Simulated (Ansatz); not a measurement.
The starting structures come from a database of crystals and need not be the phases stable at ambient conditions.

 Where the default PAW files enter, the runs use the earlier of Ansatz's two default sets.

Given:

```yaml
crystal:
  lattice:
    - [4.00239, 0.00000, 0.00000]
    - [0.00000, 6.57780, 0.00000]
    - [2.00120, 0.00000, 3.46617]
  atoms:
    - { symbol: Al, position: [0.33333, 0.99932, 0.33333] }
    - { symbol: Al, position: [0.66667, 0.49932, 0.66667] }
    - { symbol: As, position: [0.33333, 0.62468, 0.33333] }
    - { symbol: As, position: [0.66667, 0.12468, 0.66667] }
```

Space group of this cell: P6_3mc, wurtzite. The cell is taken as given.

The current runs along the normal of the first two printed vectors, the (100) plane. All runs by Ansatz (a first-principles code), plane waves and PAW, without spin-orbit coupling; the base is PBEsol.

```tsv
run	mean pressure (GPa)	gap (eV)	mid-gap κ (1/Å)
base	0.1	1.65	0.117
all lengths scaled by 0.98	5.1	1.62	0.137
all lengths scaled by 1.02	-3.7	[?]	[?]
lda in place of pbesol	-1.7	1.63	0.111
lengths across the current scaled by 0.98, ions clamped	3.3	1.50	0.133
lengths across the current scaled by 1.02, ions clamped	-2.5	[?]	[?]
lengths along the current scaled by 0.97, ions clamped	2.5	[?]	[?]
lengths along the current scaled by 1.03, ions clamped	-1.9	1.45	0.115
```

**Question.** Some entries are withheld; supply them.

**Answer.** 
- all lengths scaled by 1.02, gap (eV): 1.48
- all lengths scaled by 1.02, mid-gap κ (1/Å): 0.094
- lengths across the current scaled by 1.02, ions clamped, gap (eV): 1.51
- lengths across the current scaled by 1.02, ions clamped, mid-gap κ (1/Å): 0.100
- lengths along the current scaled by 0.97, ions clamped, gap (eV): 1.43
- lengths along the current scaled by 0.97, ions clamped, mid-gap κ (1/Å): 0.120
